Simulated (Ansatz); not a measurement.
NbH (Cmme): band-structure transport figures

Here is the system:

```
CELL_PARAMETERS angstrom
      1.79066    -2.37639     0.00000
      1.79066     2.37639     0.00000
      0.00000     0.00000     4.78656
ATOMIC_POSITIONS crystal
  Nb 0.75000 0.25000 0.26776
  Nb 0.25000 0.75000 0.73224
  H  0.25000 0.25000 0.00000
  H  0.75000 0.75000 0.00000
```

Computed with PBEsol, rigid bands (plane waves, PAW, scalar-relativistic; Ansatz, a first-principles code). Geometry: cell and atoms relaxed with PBEsol.

- density of states at the Fermi level = 0.944 states/(eV·cell), both spins
- bare Sommerfeld coefficient = 0.56 mJ/(mol of atoms·K²)
- Drude plasma energy = 4.5 (x), 5.7 (y), 5.6 (z) eV
- root-mean-square Fermi velocity = 6.8e5 m/s
- resistivity times τ = 24 (x), 15.0 (y), 15.6 (z) ×10⁻²² Ω·m·s

A metal at this level (no band gap); rigid bands, thermally averaged at 300 K, both spins. Spin-orbit coupling is left out. τ is one relaxation time for all states.

Computed structure with no diffraction record at hand here (it may be known, metastable or hypothetical): NbH (Cmme).
